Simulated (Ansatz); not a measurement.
hypothetical rock salt SbN with two functionals, 2 layers

Take SbN in the rock salt structure (space group Fm-3m, No. 225; a = 4.982 Å; a hypothetical phase, not in the database extracts checked) as the base. Axes: x, y, z lie along the cube axes.

(Cell as relaxed with PBE.)

Levels (all Ansatz, an electronic-structure program, PAW): PBE (420 eV, no spin-orbit coupling); PBEsol (420 eV, scalar-relativistic without spin-orbit coupling).

Each level relaxes its own structure.

| base | PBE | PBEsol |
|---|---|---|
| volume per atom | 15.46 Å³ | 14.92 Å³ |
| lattice parameter a | 4.982 Å | 4.923 Å |
| band gap | zero | zero |

It is then changed as follows: a free-standing slab of 2 layers (4 atoms, 2 a layer) is cut normal to the z axis, with 15 Å of vacuum and the in-plane cell held at bulk.

| quantity | PBE | PBEsol |
|---|---|---|
| gap character | indirect, k = (0, 1/3, 0) in the run's primitive reciprocal basis → Γ–X (73 % along) | indirect, Γ–X (64 % along) → Γ–X (73 % along) |
| band gap | 1.09 eV | 1.13 eV |
| shortest interatomic distance | 2.077 Å | 2.064 Å |

They disagree on the gap character; PBE's band gap lies 0.04 eV below PBEsol's; PBE's shortest interatomic distance lies 0.013 Å above PBEsol's (0.6 %). Neither level is exact; PBEsol is the comparison here, not a measurement.

Spin-orbit coupling, missing from the scalar runs, can matter with Sb. Whether these cells are dynamically stable was not tested. All final runs are without spin polarisation. The zero or small gap of SbN can change with the level of theory. k-point labels follow each cell's own Brillouin zone.
